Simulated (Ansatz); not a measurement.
Ansatz (an electronic-structure program) run on KBr (Fm-3m, 2 atoms in the cell): self-consistent single point

Method: PBE (plane waves, PAW; Ansatz).

The input file:

Ansatz 0.2 input:
```yaml
crystal:
  lattice:
    - [0.000000, 3.283500, 3.283500]
    - [3.283500, 0.000000, 3.283500]
    - [3.283500, 3.283500, 0.000000]
  atoms:
    - { symbol: K, position: [0.000000, 0.000000, 0.000000] }
    - { symbol: Br, position: [0.500000, 0.500000, 0.500000] }
basis:
  ecutwfc: 420.0
kpoints:
  mp_grid: { grid: [7, 7, 7] }
hamiltonian:
  xc: pbe
  pseudopotentials: { kind: paw }
scf:
  occupations: { method: fermi_dirac, width: 0.01 }
output:
  forces: true
  eigenvalues: true
  stress: true
```

Log, with long lists cut:

```
WARN ansatz: RAYON_NUM_THREADS=1 ignored (pool sized by the plan → 1); use --threads N
Pseudopotentials: kind: paw
Pseudopotential: K, paw, valence charge 9
Pseudopotential: Br, paw, valence charge 7
Crystal: 2 atoms, lattice volume = 70.801 Å³
Basis set: ecut = 420 eV, 1411 PW (Γ), exchange–correlation on 64×64×64 points (8 copies of the dense FFT grid, shifted against one another)
Bands: 12, of which v1, the nominal top of the filled ones, is band 8 counted from 1 (7 counted from 0)
Symmetry: 48 space group operations
Space group: Fm-3m (ITA 225), of the structure as read, at distance tolerance 4.1e-5 Å
k-points: 20 of 343
Initial density: superposition of atomic densities (neutral atoms: chi_scale 0, normalization atom), corrected by the library's trained network
Initial wavefunctions: pseudopotential atomic-orbital guess
Eigensolver: davidson
Functional: x = pbe(κ = 0.804, μ = 0.2195149727645171), c = pbe(β = 0.06672455060314922)
SCF iter   1: F=—  HF=-4324.491004 eV  |F-HF|=—  |Δ(HF+E_count)|=         —  Δρ=1.62e-4  dr2=1.60e-5  ethr=1.77e-3  ⟨swp⟩=7.1  Hψ=1709  notcnv=0
all-band conjugate gradients solve this SCF's bands
preconditioner: auto → none
SCF iter   2: F=—  HF=-4324.490862 eV  |F-HF|=—  |Δ(HF+E_count)|=   1.42e-4  Δρ=1.50e-4  dr2=2.60e-5  ethr=9.97e-8  ⟨swp⟩=3.2  Hψ=777  notcnv=0
SCF iter   3: F=—  HF=-4324.490862 eV  |F-HF|=—  |Δ(HF+E_count)|=   2.60e-7  Δρ=5.31e-5  dr2=1.59e-6  ethr=9.97e-8  ⟨swp⟩=2.0  Hψ=372  notcnv=0
SCF iter   4: F=—  HF=-4324.490868 eV  |F-HF|=—  |Δ(HF+E_count)|=   5.37e-6  Δρ=2.53e-5  dr2=6.02e-7  ethr=9.92e-9  ⟨swp⟩=2.0  Hψ=380  notcnv=0
SCF iter   5: F=—  HF=-4324.490868 eV  |F-HF|=—  |Δ(HF+E_count)|=   2.37e-7  Δρ=9.84e-6  dr2=1.01e-7  ethr=3.76e-9  ⟨swp⟩=2.0  Hψ=300  notcnv=0
SCF iter   6: F=-4324.490868 eV  HF=-4324.490868 eV  |F-HF|=5.83e-9  |Δ(HF+E_count)|=   1.34e-9  Δρ=2.67e-6  dr2=8.15e-9  ethr=6.25e-10  ⟨swp⟩=5.0  Hψ=1083  notcnv=0
SCF 1 converged in 6 iterations: F = -4324.490868 eV  dr2 = 8.15e-9
SCF converged after 6 iterations
Free energy (F): -4324.490868 eV
Harris-Foulkes:  -4324.490868 eV  (|F-HF|=5.83e-9)
Internal energy: -4324.490868 eV  (E = F + TS)
E sigma→0 (E₀):  -4324.490868 eV
Fermi energy:    3.415718 eV
--- Per-component energies (eV) ---
  E_band       = -131.735072
  E_kinetic    = 388.655611
  E_local      = -832.718469  (includes V_loc(G=0)·N_el)
  E_nonlocal   = 82.895936
  E_hartree    = 269.778691
  E_xc         = -400.702596
  E_vxc        = -269.749507  (∫ρ·V_xc dr)
  E_paw        = -3028.394161  (= ΣΔE_a)
  E_vpaw       = -40.374980  (= ΣTr[D̂ρ^β])
  E_aug_tail   = -0.000004  (compensation charges beyond the density's cutoff)
  E_ewald      = -804.005875
  E_smearing   = -0.000000  (= −TS)
  E_closure    = 0.000000  (closes the sum)
  Σ components = -4324.490868   (vs F -4324.490868, Δ=0.00e0)
--- Forces (eV/Å), atoms counted from 1 ---
  atom   1  K     -0.00000000     0.00000000     0.00000000
  atom   2  Br     0.00000000    -0.00000000    -0.00000000
  max |Σ_I F_I| component: 2.66e-30 eV/Å
--- Stress (GPa, compression-positive) ---
        0.979478       0.000000       0.000000
       -0.000000       0.979478      -0.000000
       -0.000000       0.000000       0.979478
  P = ⅓ Tr σ = 0.9795 GPa (9.795 kbar)
  The stress holds the Pulay correction. Without it, at fixed plane waves, as pw.x and ABINIT print it: P = 0.9739 GPa
--- Band table (eV; the first three rows and the last of 20) ---
  k-point 0: bands = ["-26.5719", "-11.1384", "-10.0508", "-10.0508", "-10.0508", "1.1720", "1.1720", "1.1720", "5.6483", "8.7792", "8.7792", "8.7792"]
  k-point 1: bands = ["-26.5707", "-11.1782", "-10.0519", "-10.0519", "-9.9972", "0.8826", "1.1023", "1.1023", "6.1556", "8.6610", "9.0222", "9.0222"]
  k-point 2: bands = ["-26.5681", "-11.2568", "-10.0544", "-10.0544", "-9.8871", "0.3579", "0.9537", "0.9537", "7.1516", "8.7546", "9.6882", "9.6882"]
  k-point 19: bands = ["-26.5641", "-11.1514", "-10.1219", "-10.0967", "-9.9472", "0.4816", "0.5342", "0.7425", "8.2372", "8.9817", "9.5685", "10.2701"]
```

The run converged in 6 iterations.

The starting cell has typed, rounded lattice constants, without a prior relaxation at this level. Its lattice was rescaled by up to half a per cent. Ansatz's pressure includes its estimate of the finite-basis (Pulay) stress.
